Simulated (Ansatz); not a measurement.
Results of rVV10 (plane waves, PAW; Ansatz, a quantum-chemistry and plane-wave program) for AlB2-type HfB₂.

Run with plane-wave cutoff 520 eV, 24×24×16 k mesh (along the axes of the cell as run), Fermi–Dirac smearing 0.05 eV, scalar-relativistic PAW data made under PBE.

The cell is scaled about its equilibrium volume:

Shape and atoms are relaxed at each volume.

```json
[
 {"V (Å³/atom)": "9.621", "P (GPa)": "10.89", "c (Å)": "3.452", "a (Å)": "3.107"},
 {"V (Å³/atom)": "9.821", "P (GPa)": "5.17", "c (Å)": "3.480", "a (Å)": "3.127"},
 {"V (Å³/atom)": "10.021", "P (GPa)": "0.00", "c (Å)": "3.508", "a (Å)": "3.146"},
 {"V (Å³/atom)": "10.222", "P (GPa)": "-4.69", "c (Å)": "3.536", "a (Å)": "3.165"},
 {"V (Å³/atom)": "10.422", "P (GPa)": "-8.93", "c (Å)": "3.564", "a (Å)": "3.183"}
]
```

Note: the bulk modulus comes from volumes at which shape and atoms were relaxed.
